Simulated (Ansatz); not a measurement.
Band structure of AlSn (P-6m2, 2 atoms in the cell).

```
CELL_PARAMETERS angstrom
      4.19811     0.00000     0.00000
     -2.09905     3.63567     0.00000
      0.00000     0.00000     3.30685
ATOMIC_POSITIONS crystal
  Al 0.00000 0.00000 0.00000
  Sn 0.33333 0.66667 0.50000
```

Level of theory: LDA (PW92), PAW files made with PBE (plane waves; Ansatz, a first-principles code).

Settings: kpoints.mp_grid.grid = 7 7 8; hamiltonian.xc = lda; hamiltonian.pseudopotentials = {kind: paw} (the program's default PAW files); scf.occupations.method = gaussian; scf.occupations.width = 0.1 eV; kpoints.band_path.npoints = 8.

The starting cell comes from a database of computed structures (which also holds hypothetical and non-ambient phases and stackings), without a prior relaxation at this level.

Levels in eV from the Fermi level, bands 5 to 12:
```csv
point,5,6,7,8,9,10,11,12
Γ,-21.14,-10.46,-0.21,-0.21,0.58,2.57,3.17,3.17
M,-21.14,-8.67,-6.30,-1.80,0.58,4.37,6.45,7.15
K,-21.14,-8.26,-6.30,-3.91,4.95,5.43,5.73,5.96
A,-21.08,-7.48,-6.18,2.67,2.67,3.61,3.61,3.71
L,-21.07,-5.84,-4.20,-3.13,-2.32,1.18,2.43,3.70
H,-21.07,-5.50,-3.58,-3.04,-2.60,-0.87,0.24,7.61
```

Bands cross the Fermi level along this path, so the cell is metallic at this level.

Keys are those of Ansatz 0.2.
